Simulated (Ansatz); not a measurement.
Amorphous Si64O64, 128 atoms at 2.28 g/cm³, one PBE-relaxed geometry, zone centre. Methods: PBE, scalar-relativistic without spin-orbit coupling (Ansatz, a quantum-chemistry and plane-wave program); r2SCAN, scalar-relativistic without spin-orbit coupling (Ansatz); HSE06, scalar-relativistic without spin-orbit coupling (Ansatz). Plane waves to 420 eV (r2SCAN 500 eV); exact exchange is cut at the cell's faces. The usual formal charges leave 128 electrons over, so the level spacing at the Fermi energy parts defect or band states and needn't be the band gap. At PBE the levels at both edges of the gap are localised (band-tail or defect states), and the nearest spread-out levels lie 1.5 eV apart at the zone centre. The higher rungs were started with moments on some atoms, which died out.

Preparation: random packing, an ab initio melt and quench, and a relaxation. The hot cell started wider than the set density and was brought back towards it in steps. It is a model cell: composition and starting density were chosen by hand, and all elements were melted together. No dispersion term was used. Its density started from a set value of 2.28 and ended at 2.28 g/cm³. The quench (nominally 2300 K/ps over its main leg) was far faster than any real one, so the model tends to hold more defects than a real film. One small periodic cell is one sample of the glass; other quenches scatter about these values. The volume was held where the preparation left it and the shape relaxed, at a PBE pressure of 0.0 GPa. On a 2×2×2 Γ-centred mesh force components of up to 0.15 eV/Å stay, since the relaxation ran on the zone centre alone. The cell is metastable: after charging and discharging, a neutral geometry 1.34 eV lower was met.

The relaxation ran on the zone centre alone. At PBE the level spacing at the Fermi energy is 0.39 eV on a 2×2×2 Γ-centred mesh, and the spacing at the zone centre alone 0.37 eV.

Question: What zone-centre spacing does r2SCAN give, roughly?

Answer: 0.44 eV (+0.07 eV against PBE).

Question: What zone-centre spacing does HSE06 give, roughly?

Answer: 0.85 eV (+0.49 eV against PBE).

The highest filled and the lowest empty state spread over these numbers of atoms (participation numbers): PBE: 5.9 and 10.9; r2SCAN: 5.5 and 10.0; HSE06: 5.2 and 9.9.
